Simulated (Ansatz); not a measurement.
Fe$_{2}$O$_{3}$ in the corundum structure (space group R-3c, No. 167; ferromagnetic)

Fe₂O₃ is modelled in the trigonal space group R-3c, hexagonal axes (No. 167), the corundum structure, Pearson symbol hR10. Conventional cell: a = b = 4.7736 Å, c = 13.3117 Å, α = β = 90.00°, γ = 120.00°. Fe on 12c has 6 O at 1.895–1.962 Å (octahedral). O on 18e sees 4 Fe at 1.895–1.962 Å. (Neighbours: up to the widest gap in distance over summed covalent radii, below 1.35, at either atom; cation-cation and far metal-metal contacts left out.)
(The calculation used a cell of 10 atoms; values per cell refer to that cell.)

All numbers come from PBE (Ansatz, a program for electronic structure; PAW; 420 eV plane waves; no spin-orbit coupling), earlier PAW set. Γ-centred 12×12×12 mesh, Fermi–Dirac width 0.05 eV.

```yaml
volume_per_atom: 8.76 Å³
density: 6.06 g/cm³
band_gap: zero
magnetic_state: ferromagnetic
total_energy: -2132.364 eV/atom (σ→0; compares only within this code and set-up)
```

Stability against distortions was not tested. No Hubbard U is applied and the magnetic state is the run's own (Fe2O3 ferromagnetic); other magnetic orders, which need larger cells, were not tried and can change the gap. In its common phase, real Fe2O3 is an antiferromagnetic insulator at low temperature.
